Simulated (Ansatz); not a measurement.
Hypothetical diamond Pd under a change: pressure 3 GPa

Take Pd in the diamond structure (space group Fd-3m, No. 227; a = 5.685 Å; a hypothetical phase, not in the database extracts checked) as the base.

Now apply this change: cell and atoms relaxed at a pressure of 3 GPa.

Calculations: Ansatz (an electronic-structure program), PBEsol, PAW, cutoff 420 eV, no spin-orbit coupling. k-mesh 14×14×14 (Γ-centred); smearing 0.05 eV (Fermi–Dirac).

- Volume per atom = 22.23 Å³ (base 22.97 Å³)
- Density = 7.95 g/cm³ (base 7.69 g/cm³)
- Lattice parameter a = 5.623 Å (base 5.685 Å)
- Shortest interatomic distance = 2.435 Å (base 2.462 Å)
- Enthalpy H = E + PV relative to the base's energy = +0.42 eV/atom
- Band gap = zero (base zero)

Final structure:

```
CELL_PARAMETERS angstrom
      0.00000     2.81172     2.81172
      2.81172     0.00000     2.81172
      2.81172     2.81172     0.00000
ATOMIC_POSITIONS crystal
  Pd 0.75000 0.75000 0.75000
  Pd 0.50000 0.50000 0.50000
```

Load acts through the strain it causes; cell and atoms are relaxed under it. Stability against distortions was not tested. The final runs are not spin-polarised. Pd has a high density of states at the Fermi level and may be magnetic at this level.
